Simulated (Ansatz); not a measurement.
# Response to strain in InPd

Take InPd in the CsCl type structure (space group Pm-3m, No. 221; relaxed with 0.1 eV smearing) as the base.

```yaml
crystal:
  lattice:
    - [3.30629, 0.00000, 0.00000]
    - [0.00000, 3.30629, 0.00000]
    - [0.00000, 0.00000, 3.30629]
  atoms:
    - { symbol: In, position: [0.50000, 0.50000, 0.50000] }
    - { symbol: Pd, position: [0.00000, 0.00000, 0.00000] }
```

Strains are applied to the cell and any free atomic positions relax.

The values are results of PBE/PAW in Ansatz (an electronic-structure program), no SOC, not measurements.

Notes on the quantities. energy relative to the base: free energy F.

```json
[
 {"isotropic strain (%)": "-3", "energy relative to the base (meV/atom)": "58.3"},
 {"isotropic strain (%)": "-2", "energy relative to the base (meV/atom)": "24.7"},
 {"isotropic strain (%)": "-1", "energy relative to the base (meV/atom)": "5.9"},
 {"isotropic strain (%)": "0", "energy relative to the base (meV/atom)": "0.0"},
 {"isotropic strain (%)": "0.5", "energy relative to the base (meV/atom)": "1.4"},
 {"isotropic strain (%)": "1", "energy relative to the base (meV/atom)": "5.3"},
 {"isotropic strain (%)": "1.5", "energy relative to the base (meV/atom)": "11.7"},
 {"isotropic strain (%)": "2", "energy relative to the base (meV/atom)": "?"},
 {"isotropic strain (%)": "2.5", "energy relative to the base (meV/atom)": "31.0"}
]
```

### Question
Fit ΔE = Aε² + Bε³ (ε in %) to the rows shown and predict the withheld row.

### Answer
Least squares on the printed values gives A = 5.64 and B = -0.28 meV/atom (largest residual 0.1 meV/atom); this predicts 20.4 meV/atom, and the run gives 20.3 meV/atom, in agreement.

Stability against distortions was not tested. The final runs are not spin-polarised.
